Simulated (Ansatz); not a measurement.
Input for AlN 8H (hchhhhhc) (a stacking that need not occur in nature):

Ansatz 0.2 input:
```yaml
crystal:
  lattice:
    - [3.12515494, 0.0, 0.0]
    - [-1.56257747, 2.706463569, 0.0]
    - [0.0, 0.000000001, 20.154431289]
  atoms:
    - { symbol: Al, position: [0.0, 0.0, -0.00040013] }
    - { symbol: N, position: [0.0, 0.0, 0.094327787] }
    - { symbol: Al, position: [0.666666667, 1.333333333, 0.124290731] }
    - { symbol: N, position: [0.666666667, 1.333333333, 0.219622627] }
    - { symbol: Al, position: [0.333333333, 0.666666667, 0.250147374] }
    - { symbol: N, position: [0.333333333, 0.666666667, 0.344869678] }
    - { symbol: Al, position: [0.666666667, 1.333333333, 0.374828746] }
    - { symbol: N, position: [0.666666667, 1.333333333, 0.469573363] }
    - { symbol: Al, position: [0.333333333, 0.666666667, 0.499555525] }
    - { symbol: N, position: [0.333333333, 0.666666667, 0.594298063] }
    - { symbol: Al, position: [0.666666667, 1.333333333, 0.624282527] }
    - { symbol: N, position: [0.666666667, 1.333333333, 0.719022553] }
    - { symbol: Al, position: [0.333333333, 0.666666667, 0.74900865] }
    - { symbol: N, position: [0.333333333, 0.666666667, 0.843756967] }
    - { symbol: Al, position: [0.666666667, 1.333333333, 0.873744428] }
    - { symbol: N, position: [0.666666667, 1.333333333, 0.969071109] }
basis:
  ecutwfc: 500
  ecutrho_ratio: 4
  xc_grid: 4
kpoints:
  mp_grid: { grid: [9, 9, 2] }
hamiltonian:
  xc: r2scan
  dispersion: none
  pseudopotentials: { kind: paw }
scf:
  n_extra_bands: 10
  occupations: { method: fermi_dirac, width: 0.01 }
  convergence: { dr2_threshold: 0.000000001 }
output:
  eigenstates:
    kpoints:
      - [0, 0, 0]
      - [0.5, 0, 0]
      - [0.5, 0, 0.5]
    e_range: [-5, 8]
    localisation: true
  eigenvalues: true
```

These are r2SCAN (plane waves to 500 eV, PAW; Ansatz, a program for electronic structure) values and carry that method's errors. Spin–orbit coupling is left out. Its k-point mesh 9×9×2, Fermi–Dirac width 0.01 eV.

What does the end of the output print (band table and long remarks left out, numbers rounded to eight decimals)?


```
SCF converged after 10 iterations
Free energy (F): -7427.719283 eV
Harris-Foulkes:  -7427.719283 eV  (|F-HF|=1.35e-10)
Internal energy: -7427.719283 eV  (E = F + TS)
E sigma→0 (E₀):  -7427.719283 eV
Fermi energy:    8.944645 eV
--- Per-component energies (eV) ---
  E_band       = 79.752545
  E_kinetic    = 1276.641473
  E_local      = -1809.964023  (includes V_loc(G=0)·N_el)
  E_nonlocal   = 432.407285
  E_hartree    = 633.326143
  E_xc         = -788.588922
  E_vxc        = -950.352062  (∫ρ·V_xc dr)
  E_paw        = -4818.434882  (= ΣΔE_a)
  E_vpaw       = -186.774178  (= ΣTr[D̂ρ^β])
  E_aug_tail   = 0.000149  (compensation charges beyond the density's cutoff)
  E_vtau       = 51.141094  (kinetic-family band-sum trace: ∫τ·v_τ [+ j·A + Jᵃ·Aᵃ] dr)
  E_ewald      = -2352.389125
  E_core_change = -0.717381  (= ΣΔE_core)
  E_smearing   = 0.000000  (= −TS)
  E_closure    = 0.000000  (closes the sum)
  Σ components = -7427.719283   (vs F -7427.719283, Δ=0.00e0)
```

Cost: about 40 core-seconds (a rough figure).
